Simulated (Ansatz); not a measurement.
Structures of equal composition on the (111)B surface of zinc-blende AlAs (As plane on top): 2x2 Al adatom at H3; 2x2 Al adatom at T1; 2x2 Al adatom at T4. The slabs share one bottom face, and each structure is named by its start. These are constructed structures in small cells; real faces may alloy, dewet or reconstruct in larger ones, and not all known structures of the face are among them. Slabs of about 14 Å with all that they carry, Fermi-Dirac smearing of 0.025 eV. Bottom of the slabs: H caps. Relaxed from the named starts with such symmetry as they have, on meshes of like density; energies extrapolated to zero smearing; no spin-orbit coupling, no U. Spin-polarised runs, if any, are marked in brackets, and their order is one that fits the cell; the others ran without spin. Where a second, spin-polarised start was run, the lower counts.

Host crystal: zinc-blende AlAs, with a band gap (PBE, scalar-relativistic without spin-orbit coupling).

Method: PBE (plane waves to 420 eV, PAW; Ansatz, a program for electronic structure).

Q: Order them by energy per 1x1 cell (lowest first) at the level PBE.

A: 2x2 Al adatom at H3 (0.000 eV, gap 0.67 eV on the mesh), 2x2 Al adatom at T4 (0.034 eV, gap 0.81 eV on the mesh), 2x2 Al adatom at T1 (0.546 eV, no gap over 0.04 eV on the mesh)
